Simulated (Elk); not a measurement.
Elk run on ScPb3 (I4/mmm, 4 atoms in the cell): self-consistent single point.

Method of the run: Elk with LDA (PW92), spin-orbit coupling in second variation, all-electron FP-LAPW, Elk's shipped species files, APW+lo basis with extra local orbitals.

```xyz
4
Lattice="-2.2673 2.2673 5.5247 2.2673 -2.2673 5.5247 2.2673 2.2673 -5.5247" Properties=species:S:1:pos:R:3 pbc="T T T"
Sc     0.0000     0.0000     0.0000
Pb     0.0000     2.2673     2.7623
Pb     2.2673     0.0000     2.7623
Pb     0.0000     0.0000     5.5247
```

Reference input (self-consistent single point, DFT, LDA (PW92), all-electron FP-LAPW, Elk's shipped species files, APW+lo basis with extra local orbitals): xctype = 3; rgkmax = 8; stype = 0; swidth = 0.00183747 Ha; ngridk = 7 7 7; gmaxvr = 14 1/bohr; nxlo = 2; lorbcnd = true; lmaxi = 2. This run's input differs from it in these lines:

```diff
@@ -5,2 +5,5 @@
   3
+
+spinorb
+  .true.
 
@@ -20,2 +23,5 @@
   2
+
+nempty
+  10
```

Log, with long lists cut:

```
│ Self-consistent loop started │
│ Loop number : 1 │
 total energy                :     -63528.1994401
 total moment                :  -0.1150890322E-19  0.1198438738E-21 -0.6349015286E-22
│ Loop number : 2 │
 total energy                :     -63528.3257405
 total moment                :   0.4410593266E-19 -0.5093178705E-20 -0.7024377076E-23
RMS change in Kohn-Sham potential (target) :   0.3331803367E-01 (  0.1000000000E-05)
Absolute change in total energy (target)   :   0.1263003290     (  0.1000000000E-03)
│ Loop number : 3 │
 total energy                :     -63528.2558287
   [... lines left out ...]
 total energy                :     -63514.7954343
 total moment                :   0.1072249832E-19  0.8511004596E-20  0.2670231519E-22
RMS change in Kohn-Sham potential (target) :   0.9172373301E-07 (  0.1000000000E-05)
Absolute change in total energy (target)   :   0.3733844424E-03 (  0.1000000000E-03)
│ Loop number : 15 │
 total energy                :     -63514.7954586
 total moment                :  -0.9480195131E-20  0.1802384915E-19 -0.7534258476E-22
RMS change in Kohn-Sham potential (target) :   0.5297834265E-07 (  0.1000000000E-05)
Absolute change in total energy (target)   :   0.6908154319E-04 (  0.1000000000E-03)
Convergence targets achieved

│ Loop number : 16 │

Energies :
 Fermi                       :     0.228201442169
 xc effective B-field        :    -0.172454923412E-08
 external B-field            :      0.00000000000
 total energy                :     -63514.7954434
 (external B-field energy excluded from total)

Density of states at Fermi energy :    59.23707364
 (states/Hartree/unit cell)

Estimated indirect band gap :   0.2023825340E-03
 from k-point     27 to k-point      1
Estimated direct band gap   :   0.1350683426E-01
 at k-point     34

Charges :
 core                        :    214.0000000
 valence                     :    53.00000000
 interstitial                :    6.629918023
 muffin-tins (core leakage)
  species :    1 (Sc)
   atom    1                 :    19.00821528     (  0.3333704868E-08)
  species :    2 (Pb)
   [... lines left out ...]
   atom    2                 :   0.8619235518E-21 -0.2925182855E-20  0.2779354787E-27
   atom    3                 :  -0.1154263884E-22  0.3560522717E-23 -0.8946302273E-24
 total in muffin-tins        :   0.1699193156E-20 -0.5895435130E-20 -0.3193653086E-22
 total moment                :   0.1877484517E-20 -0.6100982452E-20 -0.3522271062E-22

│ Self-consistent loop stopped │
```

The run converged in 16 iterations. The count includes the last loop, which Elk runs after its targets are met. 

The starting cell comes from a database of computed structures (which also holds hypothetical and non-ambient phases and stackings), without a prior relaxation at this level. Values depend on the basis (sphere radii, cutoffs, local orbitals), which need not be converged. The log's line on a gap gives a spacing of levels on this mesh, which the program prints for metals too.

These are the values that this program gave, and no reference: the basis lacks p1/2 orbitals, which heavy p elements need under spin-orbit coupling.

Cost on one core of a shared machine: roughly 3 min.
